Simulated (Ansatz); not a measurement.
Abridged Ansatz (a program for electronic structure) output:

```
Relaxation: its limit of steps is 50 (relax.max_steps)
Pseudopotential: Sc, paw, valence charge 11
Pseudopotential: Al, paw, valence charge 3
Crystal: 4 atoms, lattice volume = 63.811 Å³
Basis set: ecut = 420 eV, 1261 PW (Γ), exchange–correlation on 54×54×60 points (8 copies of the dense FFT grid, shifted against one another)
Bands: 14, of which v1, the nominal top of the filled ones, is band 10 counted from 1 (9 counted from 0)
Symmetry: 16 space group operations
k-points: 288 of 2744
Functional: x = slater, c = lda
SCF iter   1: F=—  HF=-3629.641106 eV  |F-HF|=—  |Δ(HF+E_count)|=         —  Δρ=4.87e-3  dr2=3.04e-2  ethr=1.77e-3  ⟨swp⟩=5.3  Hψ=23841  notcnv=0
SCF iter   2: F=—  HF=-3629.635461 eV  |F-HF|=—  |Δ(HF+E_count)|=   5.64e-3  Δρ=2.90e-3  dr2=8.58e-3  ethr=1.52e-4  ⟨swp⟩=1.0  Hψ=6336  notcnv=0
SCF 1 converged in 6 iterations: F = -3629.632778 eV  dr2 = 7.19e-9
relax step   1: F+E_penalty+E_count = -3629.63277849 eV  Δ(F+E_penalty+E_count) = +0.000e0 eV  max|allowed force component| = 3.008e-30 eV/Å  Δτ_max = 0.0000 Å  P = +2.836 GPa  Ω = 63.811 Å³  fix = [a, b, gamma]  reactions: a +4.359, b +4.359 GPa  (6 SCF iters, dr2 threshold 1.00e-7 eV, accepted)
[... steps on the carried basis left out ...]
relax step   3: F+E_penalty+E_count = -3629.63284404 eV  Δ(F+E_penalty+E_count) = +2.459e-7 eV  max|allowed force component| = 2.712e-31 eV/Å  Δτ_max = 0.0000 Å  P = +2.939 GPa  Ω = 63.748 Å³  energy of the carried Pulay correction = +2.408e-5 eV  fix = [a, b, gamma]  reactions: a +4.409, b +4.409 GPa  (4 SCF iters, dr2 threshold 3.63e-8 eV, accepted)
Crystal: 4 atoms, lattice volume = 63.748 Å³
SCF iter   1: F=—  HF=-3629.632820 eV  |F-HF|=—  |Δ(HF+E_count)|=         —  Δρ=1.93e-6  dr2=1.86e-9  ethr=1.74e-8  ⟨swp⟩=2.9  Hψ=33929  notcnv=0
SCF iter   2: F=—  HF=-3629.632820 eV  |F-HF|=—  |Δ(HF+E_count)|=   1.47e-7  Δρ=1.04e-6  dr2=5.58e-10  ethr=9.31e-12  ⟨swp⟩=2.1  Hψ=6258  notcnv=0
SCF 4 converged in 5 iterations: F = -3629.632820 eV  dr2 = 1.50e-14
SCF converged after 5 iterations
Free energy (F): -3629.632820 eV
Internal energy: -3629.592331 eV  (E = F + TS)
E sigma→0 (E₀):  -3629.612575 eV
Entropy (-TS):   -0.040489 eV (-10.122 meV/atom)
Fermi energy:    9.783679 eV
--- Forces (eV/Å), atoms counted from 1 ---
  atom   1  Sc     0.00000000     0.00000000     0.00000000
  atom   2  Al     0.00000000     0.00000000     0.00000000
  atom   3  Al     0.00000000     0.00000000     0.00000000
  atom   4  Al    -0.00000000     0.00000000     0.00000000
--- Stress (GPa, compression-positive) ---
        4.408447       0.000000       0.000000
        0.000000       4.408447       0.000000
        0.000000       0.000000      -0.001546
  P = ⅓ Tr σ = 2.9384 GPa (29.384 kbar)
--- Relaxed structure (3 steps of the walk, 3 accepted, 1 SCFs on fresh bases) ---
  cell:  # Å, volume = 63.7479 Å³
    - [3.9600926581, -1.8854661418251351e-113, 0.0]
    - [-1.8854661418251351e-113, 3.9600926581, 4.473271018494938e-36]
    - [0.0, 4.596263195182241e-36, 4.06495107160965]
  atoms:
    - { symbol: Sc, position: [-3.0395910378000866e-36, 2.1277137264600046e-35, 6.840962634245268e-36] }
    - { symbol: Al, position: [3.039591037800907e-36, 0.49999999999999994, 0.5] }
    - { symbol: Al, position: [0.49999999999999994, -2.1277137264603844e-35, 0.5] }
    - { symbol: Al, position: [0.49999999999999994, 0.49999999999999994, -6.840962634245226e-36] }
```

What was computed, and what are the main results?

ScAl3, 4 atoms in the cell, with Ansatz, LDA, PAW, cutoff 420 eV, no SOC. The last SCF converged to F = -3629.632820 eV, or -907.4082 eV per atom, at a pressure of 2.94 GPa. The total energy compares only with runs of the same code, potentials and settings.

The cells carry an imposed strain or load. Whether these cells are dynamically stable was not tested. All final runs are without spin polarisation. The cell was made from ScAl₃ in the Cu3Au type structure (space group Pm-3m, No. 221) by this change: biaxial strain −1.80 %, plane normal [001], relaxed out of plane.

Keys are those of Ansatz 0.2.
